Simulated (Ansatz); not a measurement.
# A constructed model of the (111) surface of fcc Ir, a pseudomorphic layer of Fe in the host's stacking (bottom of the slab: a bare face, its two planes held)

Calculation: PBE (plane waves to 420 eV, PAW; Ansatz, a program for electronic structure).

Slab: 7 atoms, 13.5 Å thick at the start with caps and adatoms (thin: gaps and levels are the slab's own); k 16x16x1, smearing 0.1 eV, dipole-corrected; 2 atoms held, the rest relaxed; start symmetry kept, larger cells not searched; spin-polarised, ending with about 2.8 μB a cell; orders that need a larger cell were not tried, no spin-orbit, no U. In PBE it lies 0.01 eV a 1x1 cell over the lowest computed structure of the same composition (a pseudomorphic layer of Fe in the other hollow).

work function of the top face: 4.59 eV
energy released by relaxation: 0.20 eV
magnetic moment of the cell: 2.83 μB
cost: around 4 core-minutes (rough)
